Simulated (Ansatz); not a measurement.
## SnS₂ (P6₃mc, No. 186; cell taken from a computed entry)

Calculation: LDA in Ansatz (plane waves, PAW).

Settings: plane-wave cutoff 520 eV, 12×12×4 k mesh (along the axes of the cell as run), Fermi–Dirac smearing 0.01 eV, scalar-relativistic PAW data made under PBE.

Cell (relaxed at this level):

SnS2 is modelled in the hexagonal space group P6₃mc (No. 186), Pearson symbol hP6. Cell: a = b = 3.6306 Å, c = 11.4247 Å, α = β = 90.00°, γ = 120.00°. Sn on 2b is surrounded by 6 S at 2.558–2.560 Å (octahedral). S1 on 2b is coordinated by 3 Sn at 2.558 Å (trigonal pyramidal). S2 on 2a has 3 Sn at 2.560 Å (trigonal pyramidal). (Neighbours: up to the widest gap in distance over summed covalent radii, below 1.35, at either atom; cation-cation and far metal-metal contacts left out.)

```json
{
 "band_gap": "0.84 eV (on the SCF k mesh)",
 "direct gap at Γ": "1.60 eV",
 "bulk modulus B0": "28.2 GPa"
}
```

Note: the relaxation could not lower the start's symmetry, so the cell can be a saddle point above a distorted one; the bulk modulus is −V dP/dV from two relaxed cells at ±2 % in volume.

Spin–orbit coupling is not included.

The computed numbers hold no vibrational or temperature effects.

Ansatz is a quantum-chemistry and plane-wave program.
